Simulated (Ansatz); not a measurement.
A self-consistent single point of SrCuTeF (P4mm, 8 atoms in the cell) with Ansatz (a quantum-chemistry and plane-wave program)

Method: PBEsol, default PAW files made with PBE (plane waves; Ansatz).

The input file:

Ansatz 0.2 input:
```yaml
# SrCuTeF
crystal:
  lattice:
    - [4.263541, 0.000000, 0.000000]
    - [0.000000, 4.263541, 0.000000]
    - [0.000000, 0.000000, 9.193885]
  atoms:
    - { symbol: Sr, position: [0.000000, 0.500000, 0.857968] }
    - { symbol: Sr, position: [0.500000, 0.000000, 0.147470] }
    - { symbol: Cu, position: [0.500000, 0.500000, 0.500000] }
    - { symbol: Cu, position: [0.000000, 0.000000, 0.500000] }
    - { symbol: Te, position: [0.000000, 0.500000, 0.326260] }
    - { symbol: Te, position: [0.500000, 0.000000, 0.673740] }
    - { symbol: F, position: [0.500000, 0.500000, 0.000000] }
    - { symbol: F, position: [0.000000, 0.000000, 0.000000] }
basis:
  ecutwfc: 420.0 eV
kpoints:
  mp_grid: { grid: [6, 6, 3] }
hamiltonian:
  xc: pbesol
  pseudopotentials: { kind: paw }
scf:
  occupations: { method: fermi_dirac, width: 0.02 eV }
output:
  forces: true
  eigenvalues: true
  stress: true
```

Output (repeated stretches shortened):

```
WARN ansatz: RAYON_NUM_THREADS=1 ignored (pool sized by the plan → 1); use --threads N
Pseudopotentials: kind: paw
Pseudopotential: Sr, paw, valence charge 10
Pseudopotential: Cu, paw, valence charge 19
Pseudopotential: Te, paw, valence charge 16
Pseudopotential: F, paw, valence charge 7
Crystal: 8 atoms, lattice volume = 167.124 Å³
Basis set: ecut = 420 eV, 3223 PW (Γ), exchange–correlation on 60×60×128 points (8 copies of the dense FFT grid, shifted against one another)
Bands: 63, of which v1, the nominal top of the filled ones, is band 52 counted from 1 (51 counted from 0)
Symmetry: 8 space group operations
Space group: P4mm (ITA 99), of the structure as read, at distance tolerance 5.5e-5 Å
k-points: 20 of 108 (time reversal used)
PAW frozen core: Sr, regenerated for the run's functional, and the local potential with it
PAW frozen core: Cu, regenerated for the run's functional, and the local potential with it
PAW frozen core: Te, regenerated for the run's functional, and the local potential with it
PAW frozen core: F, regenerated for the run's functional, and the local potential with it
Initial density: superposition of atomic densities (neutral atoms: chi_scale 0, normalization atom), corrected by the library's trained network
Initial wavefunctions: pseudopotential atomic-orbital guess
Eigensolver: davidson
Functional: x = pbesol(κ = 0.804, μ = 0.12345679012345678), c = pbesol(β = 0.046)
SCF iter   1: F=—  HF=-35575.612300 eV  |F-HF|=—  |Δ(HF+E_count)|=         —  Δρ=1.04e-2  dr2=1.21e-1  ethr=1.77e-3  ⟨swp⟩=9.4  Hψ=5867  notcnv=0  defer=3
all-band conjugate gradients solve this SCF's bands
preconditioner: auto → Resta (q_TF=auto, 2.521 Å⁻¹)
SCF iter   2: F=—  HF=-35575.595762 eV  |F-HF|=—  |Δ(HF+E_count)|=   1.65e-2  Δρ=5.58e-3  dr2=3.67e-2  ethr=1.16e-4  ⟨swp⟩=2.3  Hψ=2468  notcnv=0  defer=116
SCF iter   3: F=—  HF=-35575.588156 eV  |F-HF|=—  |Δ(HF+E_count)|=   7.61e-3  Δρ=2.94e-3  dr2=1.17e-2  ethr=3.53e-5  ⟨swp⟩=2.4  Hψ=2293  notcnv=0  defer=116
SCF iter   4: F=—  HF=-35575.586424 eV  |F-HF|=—  |Δ(HF+E_count)|=   1.73e-3  Δρ=1.05e-3  dr2=2.39e-3  ethr=1.13e-5  ⟨swp⟩=2.0  Hψ=1476  notcnv=0  defer=116
SCF iter   5: F=—  HF=-35575.586110 eV  |F-HF|=—  |Δ(HF+E_count)|=   3.14e-4  Δρ=2.56e-4  dr2=1.48e-4  ethr=2.30e-6  ⟨swp⟩=2.0  Hψ=1607  notcnv=0  defer=116
SCF iter   6: F=—  HF=-35575.586119 eV  |F-HF|=—  |Δ(HF+E_count)|=   8.36e-6  Δρ=1.30e-4  dr2=2.05e-5  ethr=1.42e-7  ⟨swp⟩=2.0  Hψ=1727  notcnv=0  defer=116
SCF iter   7: F=—  HF=-35575.586000 eV  |F-HF|=—  |Δ(HF+E_count)|=   1.19e-4  Δρ=3.63e-5  dr2=1.72e-6  ethr=1.97e-8  ⟨swp⟩=2.0  Hψ=1594  notcnv=0  defer=116
SCF iter   8: F=—  HF=-35575.586001 eV  |F-HF|=—  |Δ(HF+E_count)|=   2.45e-7  Δρ=1.51e-5  dr2=3.83e-7  ethr=1.66e-9  ⟨swp⟩=2.0  Hψ=1747  notcnv=0  defer=116
SCF iter   9: F=-35575.586001 eV  HF=-35575.586001 eV  |F-HF|=4.82e-9  |Δ(HF+E_count)|=   1.88e-9  Δρ=3.59e-6  dr2=1.89e-8  ethr=9.62e-11  ⟨swp⟩=11.9  Hψ=6102  notcnv=0
SCF 1 converged in 9 iterations: F = -35575.586001 eV  dr2 = 1.89e-8
SCF converged after 9 iterations
Free energy (F): -35575.586001 eV
Harris-Foulkes:  -35575.586001 eV  (|F-HF|=4.82e-9)
Internal energy: -35575.586001 eV  (E = F + TS)
E sigma→0 (E₀):  -35575.586001 eV
Fermi energy:    10.885960 eV
--- Per-component energies (eV) ---
  E_band       = -1605.123611
  E_kinetic    = 1867.511881
  E_local      = -18080.681824  (includes V_loc(G=0)·N_el)
  E_nonlocal   = 743.010778
  E_hartree    = 8370.333711
  E_xc         = -925.035559
  E_vxc        = -964.693952  (∫ρ·V_xc dr)
  E_paw        = -18118.329906  (= ΣΔE_a)
  E_vpaw       = -1910.923176  (= ΣTr[D̂ρ^β])
  E_aug_tail   = 0.004206  (compensation charges beyond the density's cutoff)
  E_ewald      = -9433.914902
  E_core_change = 1.515615  (= ΣΔE_core)
  E_smearing   = -0.000000  (= −TS)
  E_closure    = 0.000000  (closes the sum)
  Σ components = -35575.586001   (vs F -35575.586001, Δ=0.00e0)
--- Forces (eV/Å), atoms counted from 1 ---
  atom   1  Sr     0.00000000     0.00000000    -0.11883843
  atom   2  Sr     0.00000000     0.00000000    -0.01265689
  atom   3  Cu     0.00000000     0.00000000     0.01524708
  atom   4  Cu    -0.00000000     0.00000000     0.01524708
  atom   5  Te    -0.00000000     0.00000000     0.12640576
  atom   6  Te     0.00000000     0.00000000    -0.14176785
  atom   7  F      0.00000000     0.00000000     0.05818068
  atom   8  F     -0.00000000     0.00000000     0.05818068
  max |Σ_I F_I| component: 1.88e-6 eV/Å
--- Stress (GPa, compression-positive) ---
       -2.684555       0.000000       0.000000
        0.000000      -2.684555       0.000000
        0.000000       0.000000      -2.288617
  P = ⅓ Tr σ = -2.5526 GPa (-25.526 kbar)
  The stress holds the Pulay correction. Without it, at fixed plane waves, as pw.x and ABINIT print it: P = -2.7397 GPa
--- Band table (eV; the first three rows and the last of 20) ---
  k-point 0: bands = ["-101.5604", "-101.5597", "-59.1165", "-59.1153", "-59.1135", "-59.1135", "-59.1066", "-59.1066", "-26.4740", "-26.4740", "-26.4677", "-26.4648", "-26.4644", "-26.4346", "-26.4346", "-26.4270", "-26.4259", "-26.4232", [...]
  k-point 1: bands = ["-101.5604", "-101.5597", "-59.1165", "-59.1153", "-59.1135", "-59.1135", "-59.1066", "-59.1066", "-26.4740", "-26.4740", "-26.4677", "-26.4648", "-26.4644", "-26.4346", "-26.4346", "-26.4270", "-26.4259", "-26.4232", [...]
  k-point 2: bands = ["-101.5604", "-101.5598", "-59.1164", "-59.1154", "-59.1130", "-59.1130", "-59.1071", "-59.1071", "-26.4742", "-26.4740", "-26.4674", "-26.4646", "-26.4645", "-26.4349", "-26.4346", "-26.4267", "-26.4257", "-26.4233", [...]
  k-point 19: bands = ["-101.5601", "-101.5601", "-59.1159", "-59.1159", "-59.1144", "-59.1137", "-59.1064", "-59.1057", "-26.4745", "-26.4745", "-26.4658", "-26.4649", "-26.4637", "-26.4351", "-26.4351", "-26.4249", "-26.4245", "-26.4242", [...]
```

The run converged in 9 iterations.

The starting cell comes from a database of computed structures (which also holds hypothetical and non-ambient phases and stackings), without a prior relaxation at this level. Its lattice was rescaled by up to half a per cent. One atom was moved a little off its site on purpose. Spin-orbit coupling is off. Ansatz's pressure includes its estimate of the finite-basis (Pulay) stress.
